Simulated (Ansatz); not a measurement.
The reference is WSe₂ in the 2H-MoS2 type structure (space group P6_3/mmc, No. 194; a = 3.2305 Å, c = 12.4113 Å; layered, stacked along the Cartesian z axis).

Modification: hydrostatic tension (pressure −1 GPa).

Levels (all Ansatz, a program for electronic structure, PAW): PBEsol-D3(BJ) (420 eV, spin-orbit coupling left out); r2SCAN (500 eV, scalar-relativistic without spin-orbit coupling).

The geometry is relaxed with PBEsol-D3(BJ).

| Quantity | Value |
|---|---|
| PBEsol-D3(BJ) width of the top valence band | 1.55 eV |
| PBEsol-D3(BJ) band gap | 0.73 eV |
| PBEsol-D3(BJ) smallest direct gap | 1.65 eV |

With r2SCAN at the same geometry, the width of the top valence band rises by 0.15 eV, from 1.55 eV to 1.70 eV; the band gap grows by 0.16 eV to 0.89 eV; the smallest direct gap increases by 0.14 eV (1.65 eV → 1.79 eV).

Single points use the geometry relaxed with PBEsol-D3(BJ). Their cutoffs differ, which shifts pressures a little. Spin-orbit coupling, missing from the scalar runs, can matter with W. Load acts through the strain it causes; cell and atoms are relaxed under it. Stability against distortions was not tested.
